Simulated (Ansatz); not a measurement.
**ZrSi2, response to strain**

Take ZrSi2 (space group Cmcm, No. 63; a = 3.704 Å, b = 14.792 Å, c = 3.679 Å) as the base. Axes: x, y, z lie along a, b, c of the conventional cell.

Strains are applied to the cell and any free atomic positions relax; under stress the whole cell relaxes.

Calculations: PBE, PAW, 420 eV (Ansatz, a first-principles code; spin-orbit coupling left out).

Notes on the quantities. energy relative to the base: free energy F.

| variant | volume per atom | energy relative to the base |
|---|---|---|
| base | 16.80 Å³ | 0 meV/atom |
| isotropic strain +3.81 % | 18.79 Å³ | +77 meV/atom |
| uniaxial stress, 5 GPa compression along x | 16.62 Å³ | +6.8 meV/atom |
| uniaxial stress, 1 GPa compression along z | 16.77 Å³ | +0.2 meV/atom |

Without a gap, meshes like the base's 13×13×13 leave anisotropic stresses uncertain by several tenths of a GPa, and small strain energies with them. Stability under load was not tested beyond the relaxation. All final runs are without spin polarisation.
